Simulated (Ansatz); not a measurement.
**LiNbO3: stress against strain**

LiNbO3 (R3c, 10.521 Å³/atom and stress up to 0.01 GPa in the relaxed cell, c along z) under a strain ε along c (axis z), the other axes held. PBEsol in Ansatz, a plane-wave DFT program (PAW, default set), 420 eV, 8×8×8 Γ-centred mesh, Fermi-Dirac smearing 0.05 eV; ions are relaxed, or left where forces stay under 0.02 eV/Å, within the symmetry of each cell. Stress is positive for a compressed cell.

Here s stands for strain and y for stress zz.

| strain (%) | stress zz (GPa) |
|---|---|
| -1.50 | 3.60 |
| -0.75 | 1.78 |
| 0.00 | 0.01 |
| 0.75 | -1.72 |
| 1.50 | -3.39 |
| 3.00 | ? |

The 5 complete rows are fitted with a straight line, y against s. Means: s 0, y 0.056. About the means, the sum of products is -13.110 and the sum of squares of s is 5.6250; the slope is their ratio. Least squares gives y = 0.056 - 2.3307·s. Residuals (row less fit): 0.048, -0.024, -0.046, -0.028, 0.050; standard error 0.053 (degrees of freedom: 3). The slope gives the elastic constant C33 = 233 ± 2 GPa (± standard error of the fit, which holds the terms cut off).

Task: Predict the withheld y at s = 3.00 from the fit, and compare with the calculation.

Result: y = 0.056 - 2.3307 × 3.00 = -6.936 GPa. The calculation gives -6.58 GPa, 0.356 GPa above the prediction (3.5 % of the range of y in the table). The row lies outside the fitted rows, so this is an extrapolation. From the scatter of the fitted rows alone, a prediction at this place has a standard error of 0.088 GPa, so the miss is 4.0 times that.

A polynomial of degree 2 through the 8 other runs of the series gives -6.61 there, so most of the miss is curvature that the fit leaves out. The start is a measured cell from the literature; how it stands against other phases or cation orders wasn't checked. Rows are the converged runs of the series near zero and its far end; series whose fitted rows scatter by over a few per cent of the range, as at a crossing or softening among them, aren't shown in this form, nor equations of state whose B0' disagrees with the runs' pressures. Most that stay on the fit to the last digits aren't either.
